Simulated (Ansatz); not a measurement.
The parent structure is InSb in the zinc blende structure (space group F-43m, No. 216; a = 6.4497 Å). Axes: x, y, z lie along the cube axes.

All numbers come from DFT with LDA, PAW potentials and a 420 eV plane-wave cutoff in Ansatz (a program for electronic structure), spin-orbit coupling left out.

For the base:

* **Shortest interatomic distance**: 2.793 Å

Modification: compressive biaxial strain of 0.50 % in the plane normal to [001], as in epitaxy on a mismatched substrate; the out-of-plane cell vector and the atoms relax.

Problem. What happens to the shortest interatomic distance?

Solution. The shortest interatomic distance shrinks by 0.004 Å to 2.789 Å.

Problem. How does this affect the energy relative to the base?

Solution. The energy increases by 0.3 meV/atom.

No phonon test of stability was made. The final runs are not spin-polarised.
